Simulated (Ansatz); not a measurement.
Consider the energy of the reaction as written. Reaction: 1/2 cell B + 1/4 N2 (gas) → cell A. A negative value means that the right-hand side lies lower.

Cell A: a slab of W (bcc, Im-3m) cut along (110), 8 atoms, oblique cell of 3.18 × 2.76 Å (7.2 Å²), symmetry Cm within 0.02 Å, 14.6 Å thick under 16 Å of vacuum, in-plane vectors held at the crystal's; planes from bottom to top: W × 7 | N, its two faces unlike (dipole correction applied); added, foreign or displaced atoms, above the top plane: N bound to 3 W at 1.98–1.99 Å; spin state with PBE: run without spin, k-point mesh 18×20×1.
```xyz
8
Lattice="3.1837 0.0000 0.0000 1.5919 2.2512 0.0000 0.0000 0.0000 30.6197" Properties=species:S:1:pos:R:3 pbc="T T T"
W      0.0000     0.0183     8.0560
W      1.5918     0.0174    10.2253
W      0.0000     0.0169    12.4851
W      1.5918     0.0156    14.7359
W     -0.0002     0.0129    16.9844
W      1.5919     0.0031    19.2379
W      0.0000    -0.0551    21.5636
N      1.5922     0.4962    22.6069
```

Cell B: a slab of W (bcc, Im-3m) cut along (110), 15 atoms, oblique cell of 6.37 × 2.76 Å (14.3 Å²), symmetry P1 within 0.02 Å, 14.5 Å thick under 16 Å of vacuum, in-plane vectors held at the crystal's; planes from bottom to top: W2 × 7 | N, its two faces unlike (dipole correction applied); added, foreign or displaced atoms, above the top plane: N bound to 3 W at 1.95–2.06 Å; spin state with PBE: run without spin, k-point mesh 9×20×1.
```
CELL_PARAMETERS angstrom
      6.36741     0.00000     0.00000
      1.59185     2.25122     0.00000
      0.00000     0.00000    30.61974
ATOMIC_POSITIONS crystal
  W  0.00023 0.99747 0.26344
  W  0.50011 0.99937 0.26344
  W  0.74988 0.99836 0.33423
  W  0.24989 0.99855 0.33434
  W  0.99974 0.99952 0.40810
  W  0.50035 0.99705 0.40807
  W  0.74969 0.99872 0.48183
  W  0.24980 0.99776 0.48147
  W  0.99963 0.99352 0.55502
  W  0.49913 0.00323 0.55504
  W  0.75171 0.99511 0.62815
  W  0.24977 0.99605 0.62897
  W  0.99523 0.03704 0.70342
  W  0.49864 0.97375 0.70122
  N  0.19787 0.24783 0.73768
```

Reference: an isolated N2 molecule (singlet) in a box of 11 × 11 × 13 Å.

All numbers come from Ansatz (an electronic-structure program), plane waves with PAW, its default PAW set, cutoff 420 eV, 500 eV for r2SCAN. The structures are at rest with PBE, within the held lattices; other levels are single points on them. Neutral cells; Fermi-Dirac smearing of at most 0.10 eV in the solids, energies taken to zero width. The lattices are those relaxed with PBE, so at other levels the solids can be strained, which adds to the spread. A dispersion term (D3(BJ), or D4 for r2SCAN) was computed beside these levels and is taken off wherever the name lacks it. Nuclei at rest; no vibrational terms. The structures are the rest points that the relaxations reached, not proven lowest. Spin-orbit coupling is left out. The d electrons get no Hubbard U. No correction for cell size. Cell A has symmetry Cm within 0.02 Å and got no random move, so less symmetric positions, which may lie lower, weren't tried.

**Question.** Predict the value from r2SCAN.

**Answer.** -0.16 eV, for 1/2 cell B + 1/4 N2 (gas) → cell A.

**Question.** List the value at the remaining levels and say how far they part.

**Answer.** 
```tsv
Method	value (eV)	less r2SCAN
PBE	-0.09	0.07
```

The levels shown span 0.07 eV, from r2SCAN (-0.16) to PBE (-0.09).
